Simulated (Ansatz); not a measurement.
**Report: wurtzite SiC (P6_3mc), hydrostatic pressure**

Cell and atoms are relaxed with PBEsol to each stress (compression positive); bands and masses by PBE with spin-orbit coupling, rigid bands (plane waves, PAW; Ansatz, a program for electronic structure).

```
CELL_PARAMETERS angstrom
      3.07597     0.00000     0.00000
     -1.53798     2.66386     0.00000
      0.00000     0.00000     5.04775
ATOMIC_POSITIONS crystal
  Si 0.33333 0.66667 0.99959
  Si 0.66667 0.33333 0.49959
  C  0.33333 0.66667 0.37541
  C  0.66667 0.33333 0.87541
```

```tsv
stress (GPa)	ln(V/V₀) (%)	gap (eV)	mean mₑ*
-15.00	7.87	2.411	0.38
-10.00	4.95	2.361	0.37
-5.00	2.35	2.316	0.37
0	0	2.275	0.36
5.00	-2.16	2.234	0.36
10.00	-4.15	2.200	0.36
20.00	-7.74	2.133	0.35
```

 Masses are conductivity masses at 300 K in electron masses, harmonic means over x, y and z.

Problem. Estimate the bulk modulus from the two loads next to zero.

Solution. B ≈ −Δp/Δln V = 10.00 GPa/4.51 % = 220 GPa (PBEsol), a mean over this interval.

Problem. How fast does the gap move on either side of zero load?

Solution. Under tension, (2.316 − 2.275) eV over -5.00 GPa = -8 meV/GPa, or about 1.7 eV per unit ln V; under compression, (2.234 − 2.275) eV over 5.00 GPa = -8 meV/GPa, or about 1.9 eV per unit ln V. The two slopes part by 0 meV/GPa; gaps are resolved to about 0.01 eV, which allows 4 meV/GPa, so these rows don't tell them apart.

Masses are those of dilute carriers in rigid bands with one relaxation time, without polarons. Third decimals of gaps are kept for the arithmetic. Every relaxation keeps the wurtzite phase (space group P6_3mc under this load), so a transition, a distortion that breaks the symmetry or fracture can't show.
